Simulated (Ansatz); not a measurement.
Take CdSe in the zinc blende structure (space group F-43m, No. 216; a = 6.133 Å) as the base. Axes: x, y, z lie along the cube axes.

Calculations: DFT with r2SCAN, PAW potentials and a 500 eV plane-wave cutoff in Ansatz (a program for electronic structure), without spin-orbit coupling.

For the base:

Valence-band top at Γ: 0.00, 0.00, 0.00 eV

One thing is altered: biaxial strain −2.50 %, plane normal [001], relaxed out of plane (Cartesian); in-plane vectors clamped, the third vector and the atoms free.

Problem. What happens to the energy relative to the base?

Solution. The energy increases by 5.0 meV/atom.

Problem. Estimate the effect on the valence-band top at Γ.

Solution. The valence-band top at Γ (three highest levels, from the VBM) goes from 0.00, 0.00, 0.00 eV to 0.00, 0.00, -0.21 eV.

Problem. What does the calculation give for the ratio −ε⊥/ε∥ after the change?

Solution. The ratio −ε⊥/ε∥ comes out as 1.42.

The levels and masses belong to the bands next to the band gap. No phonon test of stability was made.
